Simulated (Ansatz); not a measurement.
**A computed series for MgS: response to strain**

The parent structure is MgS in the rock salt structure (space group Fm-3m, No. 225; a = 5.129 Å). Axes: x, y, z lie along the cube axes.

Strains are applied to the cell and any free atomic positions relax; under biaxial strain the out-of-plane vector relaxes too.

The values are results of DFT with LDA, PAW potentials and a 420 eV plane-wave cutoff in Ansatz (a quantum-chemistry and plane-wave program), spin-orbit coupling left out, not measurements.

Notes on the quantities. pressure: mean of the normal stresses, compression positive.

| variant | pressure | shortest interatomic distance |
|---|---|---|
| base | 0.00 GPa | 2.565 Å |
| biaxial strain −2.50 %, plane normal [111], relaxed out of plane | 3.26 GPa | 2.535 Å |
| biaxial strain −2.08 %, plane normal [111], relaxed out of plane | 2.67 GPa | 2.540 Å |
| biaxial strain −1.25 %, plane normal [111], relaxed out of plane | 1.56 GPa | 2.549 Å |
| biaxial strain −0.83 %, plane normal [111], relaxed out of plane | 1.02 GPa | 2.554 Å |
| biaxial strain +0.42 %, plane normal [111], relaxed out of plane | -0.49 GPa | 2.570 Å |
| biaxial strain +0.83 %, plane normal [111], relaxed out of plane | ___ | ___ |
| biaxial strain +1.25 %, plane normal [111], relaxed out of plane | -1.42 GPa | 2.580 Å |
| biaxial strain +2.08 %, plane normal [111], relaxed out of plane | -2.30 GPa | 2.590 Å |
| biaxial strain +2.50 %, plane normal [111], relaxed out of plane | -2.72 GPa | 2.596 Å |

Question: Fill in the withheld entries from the trend.

Answer: 
- biaxial strain +0.83 %, plane normal [111], relaxed out of plane, pressure: -0.96 GPa
- biaxial strain +0.83 %, plane normal [111], relaxed out of plane, shortest interatomic distance: 2.575 Å

Stability against distortions was not tested.
